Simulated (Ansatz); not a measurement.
Several settings converged on the (110) slab of Sn (cut from a parent of space group no. 229; 4 atoms in the cell)

```yaml
crystal:
  lattice:
    - [3.27178, 0.00000, 0.00000]
    - [-4.36238, 3.08467, 0.00000]
    - [0.00000, 0.00000, 22.01419]
  atoms:
    - { symbol: Sn, position: [0.00000, 0.25000, 0.31798] }
    - { symbol: Sn, position: [0.00000, 0.75000, 0.43933] }
    - { symbol: Sn, position: [0.00000, 0.25000, 0.56067] }
    - { symbol: Sn, position: [0.00000, 0.75000, 0.68202] }
```

Base method: LDA (PW92), default PAW files made with PBE (plane waves; Ansatz, an electronic-structure program).

Base settings: basis.ecutwfc = 30.9 Ry; kpoints.mp_grid.grid = 10 10 1; hamiltonian.xc = lda; hamiltonian.pseudopotentials = {kind: paw} (the program's default PAW files); scf.occupations.method = gaussian; scf.occupations.width = 0.0073 Ry.

The count of work is k-points × plane waves × bands × iterations; it is no time. Core times come from one kind of shared machine, to one figure; runs under 30 s give none.

**The vacuum**

The mesh stays at the base's, so the ladder's end is converged at best in this setting alone.

Only quantities that move along the ladder and can be compared are tabulated.

| vacuum between outermost atoms (Å) | free energy less the last step's (meV/atom) | largest difference of a force vector from the last step's (eV/Å) | count of work / last |
|---|---|---|---|
| 3.0 | -173.01 | 0.482 | 0.29 |
| 4.0 | -41.36 | 0.152 | 0.36 |
| 5.0 | -5.21 | 0.028 | 0.29 |
| 6.0 | 1.60 | 0.010 | 0.32 |
| 7.0 | 1.56 | 0.007 | 0.39 |
| 8.0 | 0.77 | 0.004 | 0.42 |
| 10.0 | 0.12 | 0.001 | 0.48 |
| 12.0 | 0.01 | 0.000 | 0.53 |
| 14.0 | 0.00 | 0.000 | 0.58 |
| 17.0 | 0.01 | 0.000 | 0.66 |
| 20.0 | 0.00 | 0.000 | 0.74 |
| 25.0 | -0.01 | 0.001 | 0.87 |
| 30.0 | 0.00 | 0.000 | 1.0 |

Smallest vacuum between outermost atoms (Å) that holds the free energy within 0.5 meV/atom of the last step, with all finer ones: 10.0; the step before is off by 0.77 meV/atom.

Smallest vacuum between outermost atoms (Å) that holds the forces within 0.02 eV/Å of the last step, with all finer ones: 6.0, at 0.32 of the last step's count of work; the step before is off by 0.028 eV/Å.

**The depth of the slab**

On a (110) slab of Sn (cut from a parent of space group no. 229; 1 atoms in the cell), and deeper slabs.

Surface energy = (E_slab − N e_bulk)/2A, with e_bulk from the bulk crystal on its finest mesh (413 k-points); errors per atom of slab and bulk, whose meshes differ, grow with N.

The mesh stays at the base's, so the ladder's end is converged at best in this setting alone.

Only quantities that move along the ladder and can be compared are tabulated.

| atoms | unrelaxed surface energy (J/m²) | count of work / last | core time / last (rough) |
|---|---|---|---|
| 1 | 0.714 | 0.035 | – |
| 2 | 0.496 | 0.079 | – |
| 3 | 0.600 | 0.13 | – |
| 4 | 0.527 | 0.20 | – |
| 5 | 0.582 | 0.27 | – |
| 6 | 0.576 | 0.37 | – |
| 7 | 0.555 | 0.47 | 0.5 |
| 9 | 0.564 | 0.71 | 0.7 |
| 11 | 0.592 | 1.0 | 1 |

Smallest size that holds the unrelaxed surface energy within 0.05 J/m²: not settled: the last two steps still differ by 0.028 J/m², over half the tolerance, so the ladder does not show it.

On the base run: the starting cell comes from a database of computed structures (which also holds hypothetical and non-ambient phases and stackings), without a prior relaxation at this level. The slab is cut from that crystal, and its faces are unrelaxed. Its lattice was rescaled by up to half a per cent.

Left out of this page: 1 run of the series outside the window shown, repeating another row's setting, or not comparable.

Keys are those of Ansatz 0.2.
